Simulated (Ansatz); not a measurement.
The starting structures come from a database of crystals and need not be the phases stable at ambient conditions.

Given:

```
NaSr4B3N6
1.0
    7.59149     0.00000     0.00000
    0.00000     7.59149     0.00000
    3.79575    -3.79575     3.79575
Na Sr B N
1 4 3 6
Cartesian
  0.00000   0.00000   0.00000
  5.69362  -1.89787   1.89787
  1.89787  -1.89787   1.89787
  1.89787   1.89787   1.89787
  5.69362   1.89787   1.89787
  3.79575   0.00000   0.00000
  0.00000   3.79575   0.00000
  3.79575   3.79575   0.00000
  0.00000   5.14354   0.00000
  0.00000   2.44795   0.00000
  2.44795   0.00000   0.00000
  5.14354   0.00000   0.00000
  3.79575   3.79575   1.34779
  7.59149   0.00000   2.44795
```

Space group of this cell: Im-3m. The cell is taken as given; by r2SCAN its mean pressure is -2.1 GPa.

Transport runs along the normal of the first two printed cell vectors, the (001) plane of the conventional cell.

No gap correction and no spin-orbit coupling; mid-gap values are interpolated between computed energies.

Q: Predict the band gap and the smallest decay constant κ at mid-gap from r2SCAN (Ansatz, a quantum-chemistry and plane-wave program).

A: Gap 2.42 eV on a 8×8×8 mesh; κ = 0.287 1/Å, at the zone centre.
